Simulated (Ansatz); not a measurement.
Au on the 1x1 (111) surface of fcc Cu, one in a 2x2 cell, started at the site 'bridge Cu-Cu (span 2.6 Å)'

Calculation: PBE (plane waves to 420 eV, PAW; Ansatz, an electronic-structure program).

Slab: 17 atoms, 6.2 Å thick at the start under the adsorbate (thin: gaps and levels are the slab's own); k 6x6x1, smearing 0.1 eV, dipole-corrected; 8 atoms held, the rest relaxed; symmetry of the start imposed; no spin, no spin-orbit, no U, no dispersion correction. At the end it is bonded to 3 Cu. In PBE it is, or lies within 0.03 eV of, the lowest of the starts that converged.

```json
{
 "adsorption energy against an atom of fcc Au": "0.27 eV",
 "work_function_of_the_top_face": "4.54 eV",
 "change_of_the_work_function": "-0.23 eV",
 "change_of_the_step_from_the_bottom_to_the_top_vacuum_level_against_the_clean_slab": "-0.29 eV",
 "energy_released_by_relaxation": "0.43 eV",
 "height of the binding atom over the mean of the host atoms within 0.3 Å of the top one": "2.049 Å",
 "nearest_host_atoms_of_the_binding_atom": "Cu at 2.54 Å, Cu at 2.55 Å, Cu at 2.55 Å",
 "largest_move_of_a_host_atom": "0.03 Å",
 "note": "in the relaxation the adsorbate left its starting site by 0.7 Å",
 "cost": "around 15 core-minutes (rough)"
}
```

A negative adsorption energy means that the adsorbate is more stable on the surface than in its reference.
